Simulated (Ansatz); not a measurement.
These are PBE (plane waves to 420 eV, PAW; Ansatz, an electronic-structure program) values and carry that method's errors.

Host crystal: wurtzite GaN, with a band gap (PBE, scalar-relativistic without spin-orbit coupling).

Plane-averaged electrostatic potential energy along the normal, in eV from the highest filled level, for OH on the 1x1 (10-10) surface of wurtzite GaN (cut with top plane Ga + N), one in a 1x1 cell, started at the site 'hollow Ga-Ga-N-N':

| z (Å) | V (eV) |
|---|---|
| 5.34 | 5.70 |
| 5.64 | 5.70 |
| 5.94 | 5.70 |
| 6.23 | 5.70 |
| 6.53 | 5.70 |
| 6.83 | 5.69 |
| 7.12 | 5.68 |
| 7.42 | 5.66 |
| 7.72 | 5.61 |
| 8.02 | 5.50 |
| 8.31 | 5.24 |
| 8.61 | 4.61 |
| 8.91 | 3.06 |
| 9.20 | -1.02 |
| 9.50 | -5.52 |
| 9.80 | -8.17 |
| 10.09 | -9.13 |
| 10.39 | -9.12 |
| 10.69 | -6.80 |
| 10.98 | -2.45 |
| 11.28 | 0.95 |
| 11.58 | 1.22 |
| 11.88 | -1.51 |
| 12.17 | -5.15 |
| 12.47 | -7.32 |
| 12.77 | -7.91 |
| 13.06 | -7.89 |
| 13.36 | -6.85 |
| 13.66 | -4.00 |
| 13.95 | -0.44 |
| 14.25 | 1.12 |
| 14.55 | -0.49 |
| 14.84 | -3.96 |
| 15.14 | -6.58 |
| 15.44 | -7.53 |
| 15.73 | -7.71 |
| 16.03 | -7.17 |
| 16.33 | -5.09 |
| 16.62 | -1.66 |
| 16.92 | 0.84 |
| 17.22 | 0.55 |
| 17.52 | -2.49 |
| 17.81 | -5.79 |
| 18.11 | -7.99 |
| 18.41 | -9.08 |
| 18.70 | -7.77 |
| 19.00 | -4.70 |
| 19.30 | -1.14 |
| 19.59 | 1.62 |
| 19.89 | 3.79 |
| 20.19 | 3.27 |
| 20.48 | 2.26 |
| 20.78 | 2.14 |
| 21.08 | 3.25 |
| 21.38 | 5.58 |
| 21.67 | 6.32 |
| 21.97 | 6.55 |
| 22.27 | 6.63 |
| 22.56 | 6.66 |
| 22.86 | 6.67 |
| 23.16 | 6.67 |
| 23.45 | 6.67 |
| 23.75 | 6.67 |
| 24.05 | 6.67 |
| 24.34 | 6.67 |
| 24.64 | 6.67 |
| 24.94 | 6.67 |
| 25.23 | 6.67 |
| 25.53 | 6.67 |

Model: 18-atom slab, 9.3 Å thick at the start under the adsorbate (thin: gaps and levels are the slab's own), 6x4x1 mesh, Fermi-Dirac 0.01 eV, dipole correction, 8 atoms held, the rest relaxed; no symmetry held; spin-polarised, ending with about 1.0 μB a cell; orders that need a larger cell were not tried, no spin-orbit, no U, no dispersion correction. At the end it is bonded to Ga. In PBE it is, or lies within 0.03 eV of, the lowest of the starts that converged.

Task: The surface cell has an area of 16.87 Å². What dipole along the normal does the step between the two vacuum levels imply?

Result: the top vacuum level lies 0.97 eV above the bottom one; p = −ε₀ A ΔV (ε₀ = 0.005526 e/(V·Å)) gives -0.09 e·Å a cell.
